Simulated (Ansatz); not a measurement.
## H2O on the 1x1 (100) surface of fcc Cu, one in a 2x2 cell, started at the site 'bridge Cu-Cu (span 2.6 Å)'

Calculation: r2SCAN, at the PBE geometry (plane waves to 500 eV, PAW; Ansatz, a first-principles code).

Model: 19-atom slab, 5.3 Å thick at the start under the adsorbate (thin: gaps and levels are the slab's own), 6x6x1 mesh, Fermi-Dirac 0.1 eV, dipole correction, single point; on the structure that PBE left under its start's symmetry; no spin, no spin-orbit, no U, no dispersion correction. At the end no host atom lies within bonding distance. In PBE it is, or lies within 0.03 eV of, the lowest of the starts that converged; the order may differ at this level.

```
Quantity                                                                                                                  Result
--------------------------------------------------------------------------------------  ----------------------------------------
adsorption energy against H2O(g) at the same level                                                                      -175 meV
work function of the top face                                                                                            4.58 eV
change of the work function                                                                                             0.045 eV
change of the step from the bottom to the top vacuum level, against the clean slab                                      0.049 eV
height of the binding atom over the mean of the host atoms within 0.3 Å of the top one                                   2.830 Å
nearest host atoms of the binding atom                                                  Cu at 3.12 Å, Cu at 3.12 Å, Cu at 3.84 Å
cost                                                                                       about 6 core-minutes (a rough figure)
```

A negative adsorption energy means that the adsorbate is more stable on the surface than in its reference.
